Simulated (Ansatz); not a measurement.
CdSe: strain along the normal

CdSe (zinc blende, F-43m, 28.116 Å³/atom at rest) under an equal strain ε in the (001) plane with the normal axis free, as in a coherent film. PBEsol in Ansatz, a plane-wave DFT program (PAW, default set), 420 eV, 9×9×9 Γ-centred mesh, Fermi-Dirac smearing 0.05 eV; ions are relaxed within the symmetry of each cell.

Here s stands for strain and y for normal strain.

```csv
strain (%),normal strain (%)
-3.00,?
-1.50,2.14
-1.00,1.44
-0.50,0.73
0.00,0.00
0.50,-0.72
1.00,-1.46
1.50,-2.21
```

Fit y of the 7 rows that show it with a straight line. Means: s 0, y -0.011. About the means, the sum of products is -10.150 and the sum of squares of s is 7.0000; the slope is their ratio. Least squares gives y = -0.011 - 1.4500·s. Residuals (row less fit): -0.024, 0.001, 0.016, 0.011, 0.016, 0.001, -0.024; standard error 0.019 (degrees of freedom: 5). The slope, -1.45 ± 0.01, is the elastic response of the normal axis, −2C12/C11 for this plane.

Q: Estimate the missing y (s = -3.00); what did the run itself give?

A: y = -0.011 - 1.4500 × (-3.0) = 4.339%. The calculation gives 4.22%, 0.119% below the prediction (1.9 % of the range of y in the table). The row lies outside the fitted rows, so this is an extrapolation. From the scatter of the fitted rows alone, a prediction at this place has a standard error of 0.029%, so the miss is 4.1 times that.

One order more, fitted to all 13 runs of the series, follows each within 0.01, so the miss is the next term of a smooth law. CdSe stands in this structure, whereas wurtzite is the usual form. Rows are the converged runs of the series near zero and its far end; series whose fitted rows scatter by over a few per cent of the range, as at a crossing or softening among them, aren't shown in this form. Most that stay on the fit to the last digits aren't either.
